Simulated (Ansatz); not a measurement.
**GaN: response to strain**

The parent structure is GaN in the zinc blende structure (space group F-43m, No. 216; a = 4.498 Å). Axes: x, y, z lie along the cube axes.

Strains are applied to the cell and any free atomic positions relax; under biaxial strain the out-of-plane vector relaxes too.

Level of theory: r2SCAN in Ansatz (plane waves to 500 eV, PAW, spin-orbit coupling left out).

| biaxial strain, plane normal [001], relaxed out of plane (%) | out-of-plane strain (%) |
|---|---|
| -3 | 3.09 |
| -2.5 | ? |
| -2 | 2.09 |
| -1.5 | 1.58 |
| -1 | 1.06 |
| -0.5 | 0.53 |
| 0 | 0.00 |

Q: Fit ε⊥ = −νε + γε² (strains in %) to the rows shown and predict the withheld row.

A: Least squares on the printed values gives ν = 1.07 (the biaxial Poisson response) and γ = -0.015 (largest residual 0.00 %); this predicts 2.59 %, and the run gives 2.60 %, in agreement.

Whether these cells are dynamically stable was not tested. This is not the structure that GaN has at room temperature and ambient pressure.

Ansatz is a first-principles code.
